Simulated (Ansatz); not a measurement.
**SrTe, response to strain**

The reference is SrTe in the rock salt structure (space group Fm-3m, No. 225; a = 6.6067 Å).

Strains are applied to the cell and any free atomic positions relax.

All numbers come from PBEsol (Ansatz, a first-principles code; PAW; 420 eV plane waves; scalar-relativistic without spin-orbit coupling).

Candidates:
(a) isotropic strain −1.50 %
(b) isotropic strain +0.50 %
(c) isotropic strain +2.00 %
(d) isotropic strain −2.00 %
(e) isotropic strain +2.50 %

For the base:

| Property | Value |
|---|---|
| Band gap | 1.57 eV |

Order them by band gap, lowest first.

(d) isotropic strain −2.00 % (1.39 eV), (a) isotropic strain −1.50 % (1.44 eV), (b) isotropic strain +0.50 % (1.61 eV), (c) isotropic strain +2.00 % (1.72 eV), (e) isotropic strain +2.50 % (1.76 eV)

With Te present, leaving out spin-orbit coupling can change the band edges. No phonon test of stability was made.
